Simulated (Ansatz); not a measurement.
**Ir: response to strain**

Start from Ir in the fcc (Cu type) structure (space group Fm-3m, No. 225; a = 3.812 Å; relaxed with 0.1 eV smearing). Axes: x, y, z lie along the cube axes.

Strains are applied to the cell and any free atomic positions relax; under biaxial strain the out-of-plane vector relaxes too.

The values are results of Ansatz (a program for electronic structure), LDA, PAW, cutoff 420 eV, scalar-relativistic without spin-orbit coupling, not measurements.

Notes on the quantities. energy relative to the base: free energy F.

```json
[
 {"biaxial strain, plane normal [001], relaxed out of plane (%)": "-3", "energy relative to the base (meV/atom)": "61.8"},
 {"biaxial strain, plane normal [001], relaxed out of plane (%)": "-2.5", "energy relative to the base (meV/atom)": "42.2"},
 {"biaxial strain, plane normal [001], relaxed out of plane (%)": "-2", "energy relative to the base (meV/atom)": "26.6"},
 {"biaxial strain, plane normal [001], relaxed out of plane (%)": "-1.5", "energy relative to the base (meV/atom)": "14.7"},
 {"biaxial strain, plane normal [001], relaxed out of plane (%)": "-1", "energy relative to the base (meV/atom)": "6.4"},
 {"biaxial strain, plane normal [001], relaxed out of plane (%)": "-0.5", "energy relative to the base (meV/atom)": "?"},
 {"biaxial strain, plane normal [001], relaxed out of plane (%)": "0", "energy relative to the base (meV/atom)": "0.0"}
]
```

Problem. Fit ΔE = Aε² + Bε³ (ε in %) to the rows shown and predict the withheld row.

Solution. Least squares on the printed values gives A = 6.20 and B = -0.22 meV/atom (largest residual 0.0 meV/atom); this predicts 1.6 meV/atom, and the run gives 1.6 meV/atom, in agreement.

Whether these cells are dynamically stable was not tested. All final runs are without spin polarisation.
